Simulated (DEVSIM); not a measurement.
Device: Schottky contact on p-type Si, at 350 K.

Layer 1 from the left is Si, thickness (μm) 16.0, Na (cm⁻³) 1.5e17, τn (s) 9.7e-5, τp (s) 9.7e-5.

Left contact: Schottky, work function 4.444 eV, emission velocity 8.4e6 cm/s. Right contact: ohmic. Voltage is applied to the left contact. Recombination: SRH at mid-gap, radiative. Mobility is μmin + (μ − μmin)/(1 + (N/Nref)^α).

The device is made up for the run: typed textbook-type constants, with dimensions and the other settings drawn at random. Values at 300 K; Nc and Nv go as T^1.5, mobilities as T to minus their exponent, the gap by Varshni's rule with the affinity fixed.

Si: gap (eV) 1.124, affinity (eV) 4.05, permittivity 11.7, Nc (cm⁻³) 2.86e19, Nv (cm⁻³) 3.1e19, μn (cm²/Vs) 1417, μp (cm²/Vs) 470, μn,min 52, μp,min 45, Nref,n 9.7e16, Nref,p 2.2e17, αn 0.68, αp 0.72, T exponent of μn 2.3, T exponent of μp 2.2, B (cm³/s) 4.7e-15, Varshni α (eV/K) 0.000473, Varshni β (K) 636.

Problem. Estimate by hand the built-in potential, the peak field at zero bias, the capacitance at 0.3 V, and compare with a numerical solution.

Solution. 
- Built-in potential: barrier φB = 0.717 eV; Vbi = φB − kT/q ln(N_band/N) = 0.549 V; numerical 0.549 V.
- Peak field at zero bias: depletion approximation: W = √(2εVbi/(qN)) = 0.0688 μm with N = 1.50e17 cm⁻³; field = 2Vbi/W = 160000 V/cm; numerical 154000 V/cm (estimate above by 3.6 %).
- Capacitance at 0.3 V: C = √(qεN / 2(Vbi + |V|)) = 121 nF/cm²; numerical 123 nF/cm² (estimate below by 1.8 %).

Model (solved in DEVSIM): 1D drift-diffusion, Boltzmann statistics, complete ionisation; no tunnelling, impact ionisation, image-force lowering or self-heating. Metal contacts follow the ideal Schottky-Mott rule: no Fermi-level pinning, no interface dipoles.
